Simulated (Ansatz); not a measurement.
Consider this model of amorphous Ga24O37Mg.

```yaml
crystal:
  lattice:
    - [9.16236, 0.00000, 0.00000]
    - [0.00000, 9.16236, 0.00000]
    - [0.00000, 0.00000, 9.16236]
  atoms:
    - { symbol: Ga, position: [0.15453, 0.97410, 0.26082] }
    - { symbol: Ga, position: [0.55446, 0.25695, 0.97356] }
    - { symbol: Ga, position: [0.05439, 0.45057, 0.64373] }
    - { symbol: Ga, position: [0.55115, 0.76233, 0.45070] }
    - { symbol: Ga, position: [0.33444, 0.69063, 0.21253] }
    - { symbol: Ga, position: [0.78058, 0.99809, 0.41865] }
    - { symbol: Ga, position: [0.18872, 0.79114, 0.55237] }
    - { symbol: Ga, position: [0.62737, 0.47407, 0.26952] }
    - { symbol: Ga, position: [0.41769, 0.76338, 0.79622] }
    - { symbol: Ga, position: [0.74540, 0.74655, 0.94602] }
    - { symbol: Ga, position: [0.20884, 0.15402, 0.55980] }
    - { symbol: Ga, position: [0.82157, 0.22536, 0.73729] }
    - { symbol: Ga, position: [0.07935, 0.97199, 0.81893] }
    - { symbol: Ga, position: [0.85945, 0.73585, 0.64957] }
    - { symbol: Ga, position: [0.87306, 0.42825, 0.09846] }
    - { symbol: Ga, position: [0.27411, 0.48988, 0.89835] }
    - { symbol: Ga, position: [0.21875, 0.32732, 0.16830] }
    - { symbol: Ga, position: [0.52469, 0.94997, 0.06276] }
    - { symbol: Ga, position: [0.36756, 0.47347, 0.44934] }
    - { symbol: Ga, position: [0.46280, 0.13459, 0.33423] }
    - { symbol: Ga, position: [0.60317, 0.49309, 0.70273] }
    - { symbol: Ga, position: [0.54590, 0.05071, 0.67875] }
    - { symbol: Ga, position: [0.06651, 0.74058, 0.04908] }
    - { symbol: Ga, position: [0.87602, 0.05718, 0.08001] }
    - { symbol: O, position: [0.34689, 0.89763, 0.18452] }
    - { symbol: O, position: [0.03118, 0.30924, 0.10378] }
    - { symbol: O, position: [0.74328, 0.07964, 0.60864] }
    - { symbol: O, position: [0.55068, 0.13566, 0.14462] }
    - { symbol: O, position: [0.56619, 0.55119, 0.51363] }
    - { symbol: O, position: [0.41118, 0.56031, 0.76378] }
    - { symbol: O, position: [0.58456, 0.96464, 0.37219] }
    - { symbol: O, position: [0.09088, 0.49478, 0.83081] }
    - { symbol: O, position: [0.08185, 0.14369, 0.72079] }
    - { symbol: O, position: [0.53940, 0.66243, 0.25644] }
    - { symbol: O, position: [0.89483, 0.63485, 0.04150] }
    - { symbol: O, position: [0.73880, 0.62941, 0.77171] }
    - { symbol: O, position: [0.82859, 0.48472, 0.29586] }
    - { symbol: O, position: [0.49875, 0.33790, 0.35386] }
    - { symbol: O, position: [0.03000, 0.65162, 0.55538] }
    - { symbol: O, position: [0.49875, 0.06530, 0.87680] }
    - { symbol: O, position: [0.53037, 0.84473, 0.64671] }
    - { symbol: O, position: [0.91943, 0.05581, 0.28150] }
    - { symbol: O, position: [0.33514, 0.70117, 0.45151] }
    - { symbol: O, position: [0.73930, 0.90532, 0.07398] }
    - { symbol: O, position: [0.81948, 0.18303, 0.93528] }
    - { symbol: O, position: [0.23023, 0.84264, 0.74858] }
    - { symbol: O, position: [0.40864, 0.12601, 0.54742] }
    - { symbol: O, position: [0.21630, 0.36548, 0.54798] }
    - { symbol: O, position: [0.61514, 0.30693, 0.77228] }
    - { symbol: O, position: [0.25825, 0.49994, 0.27169] }
    - { symbol: O, position: [0.08720, 0.77179, 0.25244] }
    - { symbol: O, position: [0.87395, 0.37551, 0.61887] }
    - { symbol: O, position: [0.14056, 0.97076, 0.47301] }
    - { symbol: O, position: [0.25128, 0.66288, 0.01635] }
    - { symbol: O, position: [0.53366, 0.76776, 0.95962] }
    - { symbol: O, position: [0.35178, 0.33813, 0.00536] }
    - { symbol: O, position: [0.78807, 0.78957, 0.46531] }
    - { symbol: O, position: [0.91157, 0.85367, 0.80177] }
    - { symbol: O, position: [0.06452, 0.95623, 0.02588] }
    - { symbol: O, position: [0.66676, 0.41430, 0.06860] }
    - { symbol: O, position: [0.25103, 0.16151, 0.28728] }
    - { symbol: Mg, position: [0.92913, 0.66099, 0.34934] }
```

Methods: PBE, scalar-relativistic without spin-orbit coupling (Ansatz, a program for electronic structure); r2SCAN, scalar-relativistic without spin-orbit coupling (Ansatz); HSE06, scalar-relativistic without spin-orbit coupling (Ansatz). Neutral PBE cell, which sets geometry, pressure and energy: sampling: a 2×2×2 Γ-centred mesh; Fermi-Dirac width 0.02 eV; no spin polarisation. Exact exchange is cut at the faces of this 9 Å cell, which leaves hybrid gaps a finite-size error.

Preparation: random packing, a CHGNet melt and quench, and a DFT relaxation. O atoms were pushed apart under 1.9 Å during the dynamics, to hinder bonds among them. The hot cell started wider than the set density and was brought back towards it in steps. It is the lowest in DFT energy of 2 quenches. It is a model cell: composition and starting density were chosen by hand, and all elements were melted together. No dispersion term was used. Its density started from a set value of 4.94 and ended at 4.94 g/cm³. The simulated quench (nominally 220 K/ps over its main leg) is rapid and tends to freeze in more defects than a deposited or slowly cooled glass has. One small periodic cell is one sample of the glass; other quenches scatter about these values. The volume was held where the preparation left it.

Q: Give the pressure, the energy against reference phases and the spacing of the highest filled and lowest empty levels.

A: 
```json
{
  "Pressure on a 2×2×2 Γ-centred mesh": "-0.55 GPa",
  "Largest force and stress component on that mesh (the relaxation ran on the zone centre alone)": "0.07 eV/Å and 2.6 GPa",
  "Energy relative to beta Ga2O3 + rock-salt MgO (lowest mix at this level among the phases computed, not always the ambient ones)": "0.129 eV/atom",
  "Level gap on a 2×2×2 Γ-centred mesh (PBE)": "1.54 eV",
  "Level gap at the zone centre (PBE)": "1.53 eV",
  "Level gap at the zone centre (r2SCAN)": "2.07 eV",
  "Level gap at the zone centre (HSE06)": "3.22 eV",
  "Distance between the nearest levels spread over more than a fifth of the atoms or a third of the atoms of their main element (six at least) (PBE, zone centre)": "1.84 eV"
}
```

Q: At PBE and the zone centre, how localised are the states just below and above the Fermi level (participation number: the atoms over which a state spreads)?

A: The highest filled state is spread over 4.6 atoms' worth, largest on O26, with weights by element (charge in smoothed Voronoi cells) O 0.95, Ga 0.05, Mg 0.00. The lowest empty state is spread over 57.0 atoms' worth, largest on Ga6, with weights by element (charge in smoothed Voronoi cells) O 0.53, Ga 0.46, Mg 0.01.

At PBE the levels at the filled edge of the gap are localised (band-tail or defect states), and the nearest spread-out levels lie 1.8 eV apart at the zone centre.

Neighbours within Ga-Ga 2.68 Å, Ga-O 2.60 Å, Ga-Mg 2.94 Å, O-O 1.58 Å, O-Mg 2.48 Å, Mg-Mg 3.19 Å count as bonded. Two cations that share two anions don't count as bonded, nor two that share one unless they lie closer than Ga-Ga 2.61 Å, Ga-Mg 2.86 Å, Mg-Mg 3.10 Å.

Added carriers, by PBE, scalar-relativistic without spin-orbit coupling run with Ansatz on the zone centre alone. Charged cells keep the cell fixed and stand in a uniform background, with no image correction, at a width of 0.01 eV; where the count is odd the moment is locked at 1 μB, unless the neutral cell bore moments. Each starts from the undistorted neutral geometry alone. PBE's self-interaction favours spread-out carriers, so it can miss traps that a hybrid finds.

Q: What happens at PBE when the cell takes an extra electron and the atoms relax?

A: Relaxation lowers the charged cell by 0.02 eV. The largest moves are O33 0.03 Å, O45 0.03 Å, Ga24 0.02 Å, O42 0.02 Å. The level that holds the added charge spreads over 56.9 atoms' worth, most on Ga6 (weight 0.03): a carrier spread over the cell. No bond crosses its cut-off with a change of over 0.15 Å (metal-metal contacts aside). Made neutral again at that geometry, the cell lies +0.02 eV from the neutral start.

Q: What happens at PBE when the cell takes a hole and the atoms relax?

A: Relaxation lowers the charged cell by 0.12 eV. The largest moves are O45 0.24 Å, Ga15 0.10 Å, O32 0.09 Å, Ga2 0.07 Å. The level that was emptied spreads over 6.5 atoms' worth, most on O26 (weight 0.31): a partly localised carrier. Bonds broken: Ga2-O45. Bonds formed: Ga15-O45. Made neutral again at that geometry, the cell lies +0.23 eV from the neutral start.
